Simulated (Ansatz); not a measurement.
Start from Os in the hcp (Mg type) structure (space group P6_3/mmc, No. 194; relaxed with 0.1 eV smearing).

```
Os
1.0
    2.75433     0.00000     0.00000
   -1.37717     2.38532     0.00000
    0.00000     0.00000     4.34739
Os
2
Cartesian
  1.37717   0.79511   3.26054
  0.00000   1.59021   1.08685
```

Cartesian axes are those of the cell as printed.

Calculations: PBE, PAW, 420 eV (Ansatz, an electronic-structure program; no spin-orbit coupling).

Now apply this change: an isotropic linear strain of −1.00 %, atoms relaxed at fixed cell.

Problem. Predict the stress tensor and what it implies for the stiffness.

Solution. Stress of the strained cell less that of the base (GPa, compression positive):
```
   12.6     0.0     0.0
    0.0    12.6     0.0
    0.0     0.0    13.5
```

Then B = −ΔP/(ΔV/V₀) with ΔV/V₀ = -0.0297 gives secant stiffness values (nonlinear terms included at this strain): B (at held cell shape, above the free-shape value) ≈ 434 GPa.

As a check, the harmonic strain energy −½ V₀ Δσ:ε is 17 meV/atom; the computed energy rise is 17 meV/atom.

Stability against distortions was not tested. All final runs are without spin polarisation.
